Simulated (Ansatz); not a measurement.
Habitual settings against a tight run: Sc2Te3 (Immm, 5 atoms in the cell)

Self-consistent single point.

```xyz
5
Lattice="-2.0749 2.9543 6.4464 2.0749 -2.9543 6.4464 2.0749 2.9543 -6.4464" Properties=species:S:1:pos:R:3 pbc="T T T"
Sc     0.0000     0.0000     8.5397
Sc     0.0000     0.0000     4.3532
Te     0.0000     2.9543     0.0000
Te     2.0749     0.0000     2.2748
Te     0.0000     2.9543     4.1716
```

Method: PBEsol, default PAW files made with PBE (plane waves; Ansatz, an electronic-structure program).

Base settings: basis.ecutwfc = 30.9 Ry; kpoints.mp_grid.grid = 7 7 7; hamiltonian.xc = pbesol; hamiltonian.pseudopotentials = {kind: paw} (the program's default PAW files); scf.occupations.method = methfessel_paxton; scf.occupations.width = 0.0037 Ry.

Tight run (finer mesh or higher cutoff; not a proven limit): basis.ecutwfc: 30.9 Ry → 43.4 Ry; kpoints.mp_grid.grid: 7 7 7 → 10 10 10; scf.convergence.dr2_threshold: default (1e-07 eV) → 1e-09 eV. It gave pressure -3.40 GPa; largest force (vector length) 0.212 eV/Å.

Quick runs, as changes from the base:
- A: the base itself
- B: basis.ecutwfc: 30.9 Ry → 15.4 Ry; kpoints.mp_grid.grid: 7 7 7 → 4 4 4; scf.occupations.method: methfessel_paxton → cold; scf.occupations.width: 0.0037 Ry → 0.0367 Ry
- C: basis.ecutwfc: 30.9 Ry → 18.4 Ry; kpoints.mp_grid.grid: 7 7 7 → 1 1 1; scf.occupations.width: 0.0037 Ry → 0.02 Ry
- D: basis.ecutwfc: 30.9 Ry → 21.7 Ry; kpoints.mp_grid.grid: 7 7 7 → 8 8 8; scf.occupations.width: 0.0037 Ry → 0.02 Ry; kpoints.mp_grid.shift: default → 0.5 0.5 0.5
- E: basis.ecutwfc: 30.9 Ry → 15.4 Ry; kpoints.mp_grid.grid: 7 7 7 → 2 2 2; kpoints.mp_grid.shift: default → 0.5 0.5 0.5
- F: basis.ecutwfc: 30.9 Ry → 21.7 Ry; kpoints.mp_grid.grid: 7 7 7 → 4 4 4
- G: kpoints.mp_grid.grid: 7 7 7 → 2 2 2; hamiltonian.xc: pbesol → b3lyp [B3LYP]

Energies are extrapolated to zero smearing width, which holds to low order in the width alone.

Dashes: energy of G, another energy zero; count of G, another kind of functional, whose work the count does not hold.

† marks runs with another functional, U, potentials or spin treatment: their distance from the tight run is not a convergence error alone.

The count of work is k-points × plane waves × bands × iterations; it is no time. 

Pressures in the table are Ansatz's without its Pulay estimate, at a fixed set of plane waves; the tight run's value above holds the estimate.

The starting cell comes from a database of computed structures (which also holds hypothetical and non-ambient phases and stackings), without a prior relaxation at this level. Its lattice was rescaled by a random factor within 2.5 % of one. In the base run, with a pressure of about -3 GPa the cell is away from its equilibrium volume at this level.

| run | energy less tight (meV/atom) | pressure less tight (GPa) | largest miss in a force vector (eV/Å) | count of work / tight |
|---|---|---|---|---|
| A | 1.2 | 0.00 | 0.002 | 0.16 |
| B | 3707.8 | -108.13 | 0.024 | 0.018 |
| C | 2277.7 | -11.50 | 1.543 | 0.0023 |
| D | 61.2 | -3.48 | 0.002 | 0.16 |
| E | 3905.8 | -109.34 | 0.116 | 0.0039 |
| F | 68.2 | -3.37 | 0.018 | 0.026 |
| G† | – | 4.81 | 0.198 | – |

Among the runs at the tight run's level, the energy misses run from 1.2 to 3905.8 meV/atom.

Left out of this page: 1 run of the series with a known weakness of the program.

Keys are those of Ansatz 0.2.
